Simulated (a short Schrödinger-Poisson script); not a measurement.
Solved with a short Schrödinger-Poisson script written for these runs: 1D Poisson equation in equilibrium, electrons quantum, Hartree plus LDA exchange-correlation (BenDaniel-Duke, 40 states a valley, the channel's in-plane mass for all, wave functions free to enter the barrier), parabolic valleys, classical holes, full ionisation, no traps, pinning or gate leakage.

Structure: gated In0.52Al0.48As/In0.53Ga0.47As δ-doped gas in a quantum well, at 300 K.

From the gate side: 20 nm In0.52Al0.48As; 5 nm In0.52Al0.48As; 8 nm In0.53Ga0.47As; 4000 nm In0.52Al0.48As, acceptors 3e15 cm⁻³.

Constants are typed, rounded textbook-type inputs, not results; the design itself was drawn at random and stands for no fabricated device. In0.52Al0.48As: permittivity 12.5, conduction-band edge (eV) 0.52, gap (eV) 1.45, electron mass (mₑ) 0.075, Nv at 300 K (cm⁻³) 1.1e19. In0.53Ga0.47As: permittivity 13.9, conduction-band edge (eV) 0, gap (eV) 0.74, Nv at 300 K (cm⁻³) 7.7e18.

Channel valleys (confinement mass, in-plane density-of-states mass, number): Γ 0.041, 0.041, 1. At the gate the conduction-band edge of layer 1 lies 0.65 eV − eVg above the Fermi level of the channel; the field vanishes at the back. Sheet of ionised δ-doping: +2.5e12 e/cm² at 20 nm from the gate. The barrier under the gate holds no holes. Gaps are held at their typed values at every temperature. Mesh 0.08 nm at interfaces.

Problem. Give the capacitance at Vg = 0.4 V (μF/cm²); the sheet density of all electrons at Vg = -0.1 V (cm⁻²); the sheet density of all electrons at Vg = 0.4 V (cm⁻²).

Solution. capacitance at Vg = 0.4 V (μF/cm²): 0.363; sheet density of all electrons at Vg = -0.1 V (cm⁻²): 8.11e11; sheet density of all electrons at Vg = 0.4 V (cm⁻²): 1.92e12.
